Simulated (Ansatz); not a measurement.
BaZrO3 (I4/mcm, No. 140, 10 atoms in the cell; start mp-1019544; a measured phase of this formula has another space group) was calculated with HSE06 in Ansatz (plane waves, PAW).

Numerical settings: plane-wave cutoff 460 eV, 6×6×6 k mesh, Fermi–Dirac smearing 0.01 eV, scalar-relativistic PAW data made under PBE.

Cell (relaxed with PBEsol):

```cif
data_Ba4O12Zr4
_chemical_formula_sum 'Ba4 Zr4 O12'
_space_group_name_H-M_alt 'I4/mcm'
_space_group_IT_number 140
_space_group_name_Hall '-I 4 2c'
_cell_length_a 5.89762
_cell_length_b 5.89762
_cell_length_c 8.37971
_cell_angle_alpha 90.000
_cell_angle_beta 90.000
_cell_angle_gamma 90.000
loop_
_atom_site_label
_atom_site_type_symbol
_atom_site_symmetry_multiplicity
_atom_site_Wyckoff_symbol
_atom_site_fract_x
_atom_site_fract_y
_atom_site_fract_z
_atom_site_occupancy
Ba1 Ba 4 b 0.00000 0.50000 0.25000 1
Zr1 Zr 4 c 0.00000 0.00000 0.00000 1
O1 O 4 a 0.00000 0.00000 0.25000 1
O2 O 8 h 0.22638 0.27362 0.00000 1
```
(The calculation used a cell of 10 atoms; values per cell refer to that cell.)

Q: What does this level give for the band gap?

A: 
* **band gap**: 4.83 eV (on the SCF k mesh)

Note: cell and atoms aren't relaxed at this level (largest force component 0.03 eV/Å, pressure 1.4 GPa).

Spin–orbit coupling is not included.

The result took very roughly 10 core-minutes.

A start named mp-… is a Materials Project structure, which need not be a measured phase.

Ansatz is a first-principles code.
